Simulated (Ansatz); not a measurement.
Consider TlZnBr3 in the cubic perovskite structure (space group Pm-3m, No. 221; a = 5.135 Å; a hypothetical phase, not in the database extracts checked). Axes: x, y, z lie along the cube axes.

Structures relaxed with PBEsol, PAW, 420 eV (Ansatz, an electronic-structure program; no spin-orbit coupling).

Base:

Simulated powder pattern, Cu Kα1, λ = 1.54056 Å (kinematic, ideal powder, no thermal factors, no anomalous dispersion; the 14 strongest lines at most, above 2 %, up to 2θ = 90°):

| 2θ (°) | I/Imax (%) | hkl |
|---|---|---|
| 24.50 | 64 | (110) |
| 30.12 | 100 | (111) |
| 34.92 | 96 | (200) |
| 43.12 | 30 | (211) |
| 50.21 | 68 | (220) |
| 56.64 | 14 | (310) |
| 59.67 | 43 | (311) |
| 62.62 | 23 | (222) |
| 68.29 | 15 | (321) |
| 73.74 | 11 | (400) |
| 79.05 | 7.7 | (330) |
| 81.67 | 18 | (331) |
| 84.27 | 31 | (420) |
| 89.43 | 3.9 | (332) |

After one change:

Simulated powder pattern, Cu Kα1, λ = 1.54056 Å (kinematic, ideal powder, no thermal factors, no anomalous dispersion; the 14 strongest lines at most, above 2 %, up to 2θ = 90°):

| 2θ (°) | I/Imax (%) |
|---|---|
| 24.30 | 33 |
| 24.36 | 33 |
| 24.43 | 65 |
| 29.68 | 79 |
| 30.25 | 75 |
| 30.27 | 75 |
| 30.71 | 72 |
| 34.60 | 100 |
| 34.94 | 97 |
| 35.60 | 93 |
| 49.79 | 35 |
| 49.91 | 35 |
| 50.08 | 70 |
| 51.16 | 33 |

### Question
Name the change that was made.
A) tensor shear ε_yz = −1.08 %
B) tensor shear ε_yz = +1.72 %
C) biaxial strain +3.84 %, plane normal [001], relaxed out of plane
D) strain tensor (xx, yy, zz, yz, xz, xy) = (+0.92, −1.80, −0.05, +1.20, −0.17, −1.27) %

### Answer
D, strain tensor (xx, yy, zz, yz, xz, xy) = (+0.92, −1.80, −0.05, +1.20, −0.17, −1.27) %. Its volume per atom is 26.81 Å³ against 27.08 Å³, and its space group is P-1 (No. 2).

Stability against distortions was not tested. Many cubic perovskites are stable only at high temperature; tilts and polar distortions were not tested.
